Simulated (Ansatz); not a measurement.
Base system: CuI in the zinc blende structure (space group F-43m, No. 216; a = 5.939 Å).

Structures relaxed with Ansatz (an electronic-structure program), PBEsol, PAW, cutoff 420 eV, scalar-relativistic without spin-orbit coupling.

Base:

Simulated powder pattern, Cu Kα1, λ = 1.54056 Å (kinematic, ideal powder, no thermal factors, no anomalous dispersion; the 14 strongest lines at most, above 2 %, up to 2θ = 90°):

| 2θ (°) | I/Imax (%) | hkl |
|---|---|---|
| 25.96 | 100 | (111) |
| 30.07 | 7.7 | (200) |
| 43.04 | 70 | (220) |
| 50.95 | 46 | (311) |
| 53.39 | 2.1 | (222) |
| 62.50 | 11 | (400) |
| 68.85 | 18 | (331) |
| 70.90 | 3.0 | (420) |
| 78.89 | 22 | (422) |
| 84.74 | 14 | (511) |

Modification: a negative pressure, −1 GPa.

Predict the new powder pattern.


Simulated powder pattern, Cu Kα1, λ = 1.54056 Å (kinematic, ideal powder, no thermal factors, no anomalous dispersion; the 14 strongest lines at most, above 2 %, up to 2θ = 90°):

```tsv
2θ (°)	I/Imax (%)	hkl
25.77	100	(111)
29.85	7.7	(200)
42.72	70	(220)
50.57	46	(311)
52.98	2.1	(222)
62.01	11	(400)
68.29	18	(331)
70.32	3.0	(420)
78.22	22	(422)
84.00	14	(511)
```

The indices refer to the base's conventional cell; one index is shown for lines that coincide.

Load acts through the strain it causes; cell and atoms are relaxed under it. No phonon test of stability was made. The final runs are not spin-polarised.
